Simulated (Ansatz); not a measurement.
## Pressure series in ZrTiO4

Take ZrTiO4 (space group P2_12_12, No. 18; a = 4.725 Å, b = 5.076 Å, c = 5.628 Å; a cell from a computed database, its experimental status unchecked) as the base.

Cell and atoms are relaxed at each pressure.

Calculations: PBEsol (Ansatz, an electronic-structure program), no spin-orbit coupling.

Notes on the quantities. enthalpy: H = E + PV relative to the base's energy.

```csv
change,enthalpy,volume per atom,band gap,gap character
base,–,11.25 Å³,2.78 eV,direct at Γ
pressure −2 GPa,-0.14 eV/atom,11.36 Å³,2.74 eV,direct at Γ
pressure −1 GPa,-0.07 eV/atom,11.30 Å³,2.76 eV,direct at Γ
pressure 0.7 GPa,+0.05 eV/atom,11.21 Å³,2.80 eV,direct at Γ
pressure 3 GPa,+0.21 eV/atom,11.08 Å³,2.85 eV,direct at Γ
pressure 10 GPa,+0.69 eV/atom,10.72 Å³,2.90 eV,"indirect, Y–Γ (40 % along) → Γ"
```

Load acts through the strain it causes; cell and atoms are relaxed under it. Whether these cells are dynamically stable was not tested. Competing high-pressure phases were not computed. The final runs are not spin-polarised.
